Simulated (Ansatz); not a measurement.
The reference is Al in the fcc (Cu type) structure (space group Fm-3m, No. 225; a = 3.994 Å; relaxed with 0.1 eV smearing). Axes: x, y, z lie along the cube axes.

The values are results of r2SCAN (Ansatz, an electronic-structure program, PAW, spin-orbit coupling left out), not measurements.

Strains are applied to the cell and any free atomic positions relax.

One change was made to it. Results:

| quantity | base | after |
|---|---|---|
| pressure (mean of the normal stresses, compression positive) | 0.0 GPa | 3.1 GPa |
| energy relative to the base (free energy F) | 0 meV/atom | +6.6 meV/atom |

Task: Which change produced these results?
(A) uniaxial strain ε_zz = −3.00 %
(B) uniaxial strain ε_zz = −1.00 %
(C) uniaxial strain ε_zz = −0.50 %

Result: A, uniaxial strain ε_zz = −3.00 %. For comparison, the energy relative to the base in the other runs: uniaxial strain ε_zz = −1.00 % gives +0.7 meV/atom; uniaxial strain ε_zz = −0.50 % gives +0.2 meV/atom.

Stability against distortions was not tested.
